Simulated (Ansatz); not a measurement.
# TiB2, response to strain

Take TiB2 (space group P6/mmm, No. 191) as the base.

```
TiB2
1.0
    3.01738     0.00000     0.00000
   -1.50869     2.61313     0.00000
    0.00000     0.00000     3.18507
Ti B
1 2
Direct
  0.00000   0.00000   0.00000
  0.33333   0.66667   0.50000
  0.66667   0.33333   0.50000
```

Cartesian axes are those of the cell as printed.

Strains are applied to the cell and any free atomic positions relax; under biaxial strain the out-of-plane vector relaxes too; under stress the whole cell relaxes.

Levels (all Ansatz, an electronic-structure program, PAW): PBEsol (420 eV, scalar-relativistic without spin-orbit coupling); r2SCAN (500 eV, spin-orbit coupling left out).

Pressures by level, all at the geometries relaxed with PBEsol:

| case | PBEsol | r2SCAN |
|---|---|---|
| base | 0.0 GPa | 4.1 GPa |
| biaxial strain +0.93 %, plane normal [001], relaxed out of plane | -4.1 GPa | -0.1 GPa |
| uniaxial strain ε_yy = +3.88 % | -9.8 GPa | -6.1 GPa |
| tensor shear ε_yz = −3.75 % | 1.9 GPa | 6.1 GPa |
| uniaxial stress, 2 GPa tension along x | -0.7 GPa | 3.5 GPa |
| uniaxial stress, 2 GPa tension along z | -0.7 GPa | 3.4 GPa |

Single points use the geometry relaxed with PBEsol. Their cutoffs differ, which shifts pressures a little. The mesh was chosen for an insulator and is coarse for the gapless case. Without a gap, meshes like the base's 13×13×10 leave anisotropic stresses uncertain by several tenths of a GPa, and small strain energies with them. Beyond what the load breaks, stability against distortions was not tested. All final runs are without spin polarisation.
